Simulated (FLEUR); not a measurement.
Input and output of a self-consistent single point for YIr2 (Fd-3m, 6 atoms in the cell) (FLEUR).

Method of the run: FLEUR with LDA (Perdew-Zunger), all-electron FLAPW (FLEUR), scalar-relativistic valence.

```yaml
crystal:
  lattice:
    - [0.00000, 3.74717, 3.74717]
    - [3.74717, 0.00000, 3.74717]
    - [3.74717, 3.74717, 0.00000]
  atoms:
    - { symbol: Y, position: [0.50000, 0.50000, 0.50000] }
    - { symbol: Y, position: [0.75000, 0.75000, 0.75000] }
    - { symbol: Ir, position: [0.62500, 0.12500, 0.12500] }
    - { symbol: Ir, position: [0.12500, 0.12500, 0.62500] }
    - { symbol: Ir, position: [0.12500, 0.62500, 0.12500] }
    - { symbol: Ir, position: [0.12500, 0.12500, 0.12500] }
```

Reference input (self-consistent single point, DFT, PBEsol, all-electron FLAPW (FLEUR), scalar-relativistic valence): Kmax = 4.3 1/bohr; GmaxXC = 12.9 1/bohr; xcFunctional = PBEs; jspins = 1; l_soc = F; mode = hist; fermiSmearingEnergy = 0.00499791 Htr; mesh (inpgen div1-3) = 6 6 6; inpgen gamma flag = true; Gmax = 12.9 1/bohr; numbands = 0; maxIterBroyd = 40. This run's input differs from it in these lines:

```diff
@@ -18,3 +18,3 @@
 &comp jspins=1 /
-&exco xctyp='PBEs' /
+&exco xctyp='pz' /
 &kpt div1=6 div2=6 div3=6 gamma=t /
@@ -31,3 +31,3 @@
       <coreElectrons ctail="T" frcor="F" kcrel="0" coretail_lmax="0"/>
-      <xcFunctional name="PBEs" relativisticCorrections="F"/>
+      <xcFunctional name="pz" relativisticCorrections="F"/>
       <magnetism jspins="1"/>
```

Log, with long lists cut:

```
 Iteration:     1   Distance:      12.44282579 me/bohr^3
 Iteration:     2   Distance:      11.57007750 me/bohr^3
 Iteration:     3   Distance:       8.24192973 me/bohr^3
 Iteration:     4   Distance:       8.59944659 me/bohr^3
 Iteration:     5   Distance:       3.84092697 me/bohr^3
   [... 7 lines left out ...]
 Iteration:    13   Distance:       0.00072282 me/bohr^3
 Iteration:    14   Distance:       0.00029477 me/bohr^3
 Iteration:    15   Distance:       0.00011981 me/bohr^3
 Iteration:    16   Distance:       0.00000875 me/bohr^3
 Run finished successfully
 Stop message:
   Structural relaxation: Done

[file out, last iteration]
             iter=     17
[...]
          total density-effective poten   -1.3607398952E+05
          total charge density-energy d   -1.5682669488E+03
 Updated energy parameters for spin:           1
[...]
 fermi energy and band-weighting factors:
   [... 5 lines left out ...]

[...]
FERMIE:
          first approx. to ef    (T=0)  :   0.523952 htr   (energy of the highest occ. eigenvalue)
          number of occ. states  (T=0)  :        656
          first approx. to seigv (T=0)  : -20.938417 htr
          sum of weights of occ. states :  41.037037
          sum of semicore charge        :   0.000000 e
FERHIS:  Fermi-Energy by histogram:
          bandgap                     :   0.000837 htr
   [... lines left out ...]
          charge neutrality (T=0)     :   0.074074    (zero if the highest occ. eigenvalue is "entirely" occupied)
     EF_NEWTON:  Adjust Fermi-Energy by Newton-Method.
 Direct bandgap for spin            1 :    8.0685931596484739E-003  Htr
 ---->    free energy=                    -78156.4607533374 htr
   [... lines left out ...]
      extrapolation for T->0
 ---->    total electron energy=          -78156.4559976185 htr
 ***** TOTAL FORCES ON ATOMS *****
 TOTAL FORCE FOR ATOM TYPE=  1  X=  5.311   Y=  5.311   Z=  5.311
                       FX_TOT= 0.000000 FY_TOT= 0.000000 FZ_TOT= 0.000000
 TOTAL FORCE FOR ATOM TYPE=  2  X=  0.000   Y=  3.541   Z=  3.541
                       FX_TOT= 0.000000 FY_TOT= 0.000000 FZ_TOT= 0.000000
 Structural relaxation: Done
```

The run converged in 16 iterations. FLEUR gives forces in its relaxation mode, with a further iteration, so its stop message speaks of a relaxation. 

The starting cell comes from a database of computed structures (which also holds hypothetical and non-ambient phases and stackings), without a prior relaxation at this level. Its lattice was rescaled by a random factor within 2.5 % of one. Spin-orbit coupling is off. Spin polarisation is off. Values depend on the basis (sphere radii, cutoffs, local orbitals), which need not be converged. The log's line on a gap gives a spacing of levels on this mesh, which the program prints for metals too.

Cost on one core of a shared machine: roughly 6 min.
